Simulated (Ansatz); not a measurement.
# BSi (P6₃mc, No. 186; start mp-978495): properties by level of theory

```
level (code)     equilibrium lattice constant a (Å)  lattice parameter c (Å)  bulk modulus (GPa)  cohesive energy (eV/atom)
---------------  ----------------------------------  -----------------------  ------------------  -------------------------
PBE (Ansatz)                                  3.170                        ?                   ?                       5.02
PBEsol (Ansatz)                               3.135                    5.878                 125                       5.43
r²SCAN (Ansatz)                               3.169                        ?                 124                       5.03
```

**Question.** Fill in the missing entries.

**Answer.** 
- PBE (Ansatz, an electronic-structure program), lattice parameter c (Å): 5.871
- PBE (Ansatz), bulk modulus (GPa): 117
- r²SCAN (Ansatz), lattice parameter c (Å): 5.846

Caveats: the bulk modulus is −V dP/dV from two relaxed cells at ±2 % in volume (PBE, PBEsol, r²SCAN); the relaxation could not lower the start's symmetry, so the cell can be a saddle point above a distorted one (PBE, PBEsol, r²SCAN). Ansatz's density-functional and Hartree–Fock values are scalar-relativistic unless marked +SOC, with PAW data made under PBE.

Computed values are for the static lattice.

A start named mp-… is a Materials Project structure, which can be a computed phase never made.
